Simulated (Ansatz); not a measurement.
**What uniaxial strain ε_zz = +2.40 % does to SnO**

Start from SnO (space group P4/nmm, No. 129; a = 3.769 Å, c = 4.557 Å; layered, stacked along the Cartesian z axis; relaxed with 0.1 eV smearing). Axes: x, y, z lie along a, b, c of the conventional cell.

It is then changed as follows: uniaxial strain ε_zz = +2.40 %, all other strain components held at zero; the atoms relax in the strained cell.

The values are results of PBEsol-D3(BJ) in Ansatz (plane waves to 420 eV, PAW, scalar-relativistic without spin-orbit coupling), not measurements. Settings: 15×15×13 k-points, 0.1 eV Fermi–Dirac smearing.

| quantity | base | changed | shift |
|---|---|---|---|
| volume per atom | 16.18 Å³ | 16.57 Å³ | +0.39 Å³ |
| space group | P4/nmm (No. 129) | P4/nmm (No. 129) | – |
| energy relative to the base (free energy F) | 0 meV/atom | +1.6 meV/atom | +1.6 meV/atom |
| pressure (mean of the normal stresses, compression positive) | 0.0 GPa | -0.7 GPa | -0.7 GPa |
| band gap | zero | zero | – |
| stress (xx, yy, zz, yz, xz, xy; compression positive) | – | (-0.4, -0.4, -1.3, 0.0, 0.0, 0.0) GPa | – |

No phonon test of stability was made. All final runs are without spin polarisation. A zero or small gap of SnO can be the functional's error rather than a property of the material.

Ansatz is a first-principles code.
